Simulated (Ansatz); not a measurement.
Take GaAs in the zinc blende structure (space group F-43m, No. 216; a = 5.603 Å) as the base. Axes: x, y, z lie along the cube axes.

All numbers come from LDA, PAW, 420 eV (Ansatz, an electronic-structure program; no SOC).

Modification: a pure shear with ε_xy = ε_yx = 0.0143, atoms relaxed at fixed cell.

Question: Predict the stress tensor and what it implies for the stiffness.

Answer: Stress of the strained cell less that of the base (GPa, compression positive):
```
   0.04   -1.68    0.00
  -1.68    0.04    0.00
   0.00    0.00   -0.01
```

Then −Δσ/γ with γ = 2ε = 0.0286 gives secant stiffness values (nonlinear terms included at this strain): C66 ≈ 59 GPa.

No phonon test of stability was made.
